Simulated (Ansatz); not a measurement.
# Several settings converged on the (111) slab of MoW (cut from a parent of space group no. 65; 10 atoms in the cell)

```
MoW
1.0
    2.72242     0.00000     0.00000
    1.81402     5.14928     0.00000
    0.00000     0.00000    22.89972
Mo W
5 5
Direct
  0.99676   0.00639   0.30568
  0.49595   0.75799   0.40284
  0.99513   0.50959   0.50000
  0.49432   0.26119   0.59716
  0.99351   0.01279   0.69432
  0.99676   0.50640   0.30568
  0.49595   0.25799   0.40284
  0.99513   0.00959   0.50000
  0.49432   0.76119   0.59716
  0.99351   0.51279   0.69432
```

Base method: PBEsol, default PAW files made with PBE (plane waves; Ansatz, a first-principles code).

Base settings: basis.ecutwfc = 420 eV; kpoints.mp_grid.grid = 6 3 1; hamiltonian.xc = pbesol; hamiltonian.pseudopotentials = {kind: paw} (the program's default PAW files); scf.occupations.method = fermi_dirac; scf.occupations.width = 0.1 eV.

The count of work is k-points × plane waves × bands × iterations; it is no time. Core times come from one kind of shared machine, to one figure; runs under 30 s give none.

**The vacuum**

The mesh stays at the base's, so the ladder's end is converged at best in this setting alone.

Only quantities that move along the ladder and can be compared are tabulated.

| vacuum between outermost atoms (Å) | free energy less the last step's (meV/atom) | largest difference of a force vector from the last step's (eV/Å) | count of work / last |
|---|---|---|---|
| 3.0 | -288.93 | 1.855 | 0.27 |
| 4.0 | -93.31 | 0.668 | 0.33 |
| 5.0 | -23.92 | 0.208 | 0.36 |
| 6.0 | -4.04 | 0.058 | 0.38 |
| 7.0 | -0.49 | 0.014 | 0.41 |
| 8.0 | -0.07 | 0.004 | 0.44 |
| 10.0 | 0.00 | 0.000 | 0.48 |
| 12.0 | 0.00 | 0.000 | 0.54 |
| 14.0 | 0.00 | 0.000 | 0.59 |
| 17.0 | 0.00 | 0.000 | 0.67 |
| 20.0 | 0.00 | 0.000 | 0.74 |
| 25.0 | -0.01 | 0.000 | 0.87 |
| 30.0 | 0.00 | 0.000 | 1.0 |

Smallest vacuum between outermost atoms (Å) that holds the free energy within 1 meV/atom of the last step, with all finer ones: 7.0, at 0.41 of the last step's count of work; the step before is off by 4.0 meV/atom.

Smallest vacuum between outermost atoms (Å) that holds the forces within 0.02 eV/Å of the last step, with all finer ones: 7.0, at 0.41 of the last step's count of work; the step before is off by 0.058 eV/Å.

**The k-point mesh**

Only quantities that move along the ladder and can be compared are tabulated.

```csv
kpoints.mp_grid.grid,free energy less the last step's (meV/atom),largest difference of a force vector from the last step's (eV/Å),count of work / last,core time / last (rough)
3 2 1,72.10,0.361,0.020,–
4 2 1,29.02,0.378,0.034,–
5 3 1,-18.79,0.065,0.045,–
6 3 1,-12.27,0.150,0.051,–
7 4 1,4.22,0.058,0.076,–
8 4 1,6.36,0.063,0.091,–
9 5 1,0.41,0.027,0.12,0.09
11 6 1,-0.57,0.018,0.17,0.1
13 7 1,0.02,0.011,0.23,0.2
15 8 1,0.07,0.020,0.31,0.2
17 9 1,0.00,0.006,0.39,0.3
20 10 1,-0.35,0.004,0.52,0.4
24 12 1,-0.16,0.003,0.74,0.5
28 14 1,0.00,0.000,1.0,1
```

Coarsest kpoints.mp_grid.grid that holds the forces within 0.005 eV/Å: not settled: the last two steps still differ by 0.003 eV/Å, over half the tolerance, so the ladder does not show it.

Coarsest kpoints.mp_grid.grid that holds the free energy within 1 meV/atom of the last step, with all finer ones: 9 5 1, at 0.12 of the last step's count of work and about 0.09 of the last step's time; the step before is off by 6.4 meV/atom.

**The plane-wave cutoff**

The mesh stays at the base's, so the ladder's end is converged at best in this setting alone.

Only quantities that move along the ladder and can be compared are tabulated.

| basis.ecutwfc | free energy less the last step's (meV/atom) | largest difference of a force vector from the last step's (eV/Å) | count of work / last |
|---|---|---|---|
| 210 eV | 2630.40 | 0.316 | 0.14 |
| 250 eV | 529.07 | 0.040 | 0.16 |
| 295 eV | 66.17 | 0.008 | 0.21 |
| 355 eV | 3.11 | 0.002 | 0.27 |
| 420 eV | 0.91 | 0.001 | 0.36 |
| 505 eV | 0.22 | 0.000 | 0.46 |
| 630 eV | 0.06 | 0.000 | 0.65 |
| 840 eV | 0.00 | 0.000 | 1.0 |

Coarsest basis.ecutwfc that holds the free energy within 0.5 meV/atom of the last step, with all finer ones: 505 eV; the step before is off by 0.91 meV/atom.

Coarsest basis.ecutwfc that holds the forces within 0.02 eV/Å of the last step, with all finer ones: 295 eV, at 0.21 of the last step's count of work; the step before is off by 0.040 eV/Å.

On the base run: the starting cell comes from a database of computed structures (which also holds hypothetical and non-ambient phases and stackings), without a prior relaxation at this level. The slab is cut from that crystal, and its faces are unrelaxed. Its lattice was rescaled by up to half a per cent. Spin polarisation is off. Without a gap this mesh is coarse (it stands for a supercell whose shortest in-plane vector is 16 Å).

Left out of this page: 1 run of the series outside the window shown, repeating another row's setting, or not comparable; 1 run of the series stopped by limits of time or memory.

Keys are those of Ansatz 0.2.
